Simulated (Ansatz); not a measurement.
## LiNbO3 under a change: pressure 4.5 GPa

Consider LiNbO$_{3}$ (space group R3c, No. 161; a = 5.1898 Å, c = 14.0156 Å (hexagonal axes)).

It is then changed as follows: cell and atoms relaxed at a pressure of 4.5 GPa.

Method: PBE/PAW in Ansatz (a quantum-chemistry and plane-wave program), no spin-orbit coupling. k-mesh 8×8×8 (Γ-centred); smearing 0.05 eV (Fermi–Dirac).

```yaml
volume_per_atom: 10.48 Å³ (base 10.90 Å³)
density: 4.69 g/cm³ (base 4.51 g/cm³)
lattice_parameter_a: 5.118 Å (base 5.190 Å)
c/a ratio: 2.708 (base 2.701)
shortest_interatomic_distance: 1.883 Å (base 1.884 Å)
band_gap: "3.56 eV (an upper bound: an edge found on the path is not a true extremum; the changed cell) (base 3.54 eV)"
```

Cost of the whole job for the changed cell (relaxation, final SCF and bands): roughly 5 core-minutes.

Load acts through the strain it causes; cell and atoms are relaxed under it. Stability against distortions was not tested.
